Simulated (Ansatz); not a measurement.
Start from Cu3SbSe4 (space group I-42m, No. 121; a = 5.627 Å, c = 11.184 Å).

Level of theory: Ansatz (an electronic-structure program) PBEsol, no SOC.

Strains are applied to the cell and any free atomic positions relax.

One change was made to it. Results:

The band gap is still zero; the energy goes up by 2.4 meV/atom.

### Question
Name the change that was made.
A. isotropic strain +0.75 %
B. isotropic strain +2.25 %
C. isotropic strain +3.00 %

### Answer
A, isotropic strain +0.75 %. For comparison, the energy relative to the base in the other runs: isotropic strain +2.25 % gives +20 meV/atom; isotropic strain +3.00 % gives +35 meV/atom.

No phonon test of stability was made. All final runs are without spin polarisation.
